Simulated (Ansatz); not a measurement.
H interstitial started at a bond centre in diamond (start: bond centre of C and C, 1.55 Å; 64-site cell, 2×2×2 shifted sampling). The numbers are results of PBE, PAW (plane waves to 420 eV; Ansatz, a first-principles code), not measurements. Total energies of the localised charge states, counted from that of charge +1, and their image corrections (point charge with alignment); the host's valence-band maximum lies at 13.244 eV on the cells' energy zero and its gap is 4.13 eV.

```tsv
charge	moment (μB)	E − E(first) (eV)	correction (eV)
+1	not spin-polarised	0.000	0.475
0	1.0	14.797	0.000
−1	not spin-polarised	30.856	0.370
```

Question: Derive the transition levels above the valence-band maximum and say which of them are thermodynamic.

Answer: A level is the Fermi energy at which two charges have equal formation energy: ε(q/q′) = [E(q′) + corr(q′) − E(q) − corr(q)] / (q − q′) − E_VBM.
ε(+1/0) = [(14.797 + 0.000) − (0.000 + 0.475)] / 1 − 13.244 = 1.08 eV
ε(0/−1) = [(30.856 + 0.370) − (14.797 + 0.000)] / 1 − 13.244 = 3.19 eV
Thermodynamic levels at least 0.1 eV inside the gap: (+1/0) at 1.08 eV; (0/−1) at 3.19 eV. They hold to tenths of an eV in this cell. Only the charges listed were compared. The geometries come from one start. Flagged in the runs: a doubtful potential alignment, a strain field that reaches the edge of the cell.
